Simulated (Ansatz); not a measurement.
We consider InSe (P-6m2, No. 187; cell taken from a computed entry), described by HSE06 (Ansatz, an electronic-structure program, PAW).

Settings: plane-wave cutoff 460 eV, 6×6×2 k mesh (along the axes of the cell as run), Fermi–Dirac smearing 0.01 eV, scalar-relativistic PAW data made under PBE.

Cell (relaxed with PBEsol):

```cif
data_In4Se4
_chemical_formula_sum 'In4 Se4'
_space_group_name_H-M_alt 'P 1'
_space_group_IT_number 1
_cell_length_a 4.00825
_cell_length_b 4.00825
_cell_length_c 16.86994
_cell_angle_alpha 90.000
_cell_angle_beta 90.000
_cell_angle_gamma 120.000
loop_
_space_group_symop_operation_xyz
  'x, y, z'
loop_
_atom_site_label
_atom_site_type_symbol
_atom_site_fract_x
_atom_site_fract_y
_atom_site_fract_z
_atom_site_occupancy
In1 In 0.00000 0.00000 0.58228 1
In2 In 0.00000 0.00000 0.41772 1
In3 In 0.33333 0.66667 0.91773 1
In4 In 0.33333 0.66667 0.08227 1
Se1 Se 0.66667 0.33333 0.84201 1
Se2 Se 0.66667 0.33333 0.15799 1
Se3 Se 0.33333 0.66667 0.65799 1
Se4 Se 0.33333 0.66667 0.34201 1
```

Q: What does this level give for the band gap?

A: 
band gap: 1.22 eV (on the SCF k mesh)

Note: the cell comes from a level without a dispersion term, which matters for the spacing of layers, chains or molecules; cell and atoms aren't relaxed at this level (largest force component 0.15 eV/Å, pressure 0.9 GPa); the cell has widely spaced layers and the level no dispersion term, so their spacing and the moduli can rest on weak binding.

Spin–orbit coupling is not included.

The computed numbers hold no vibrational or temperature effects.

It cost about 4 core-minutes (a rough figure) of CPU time.
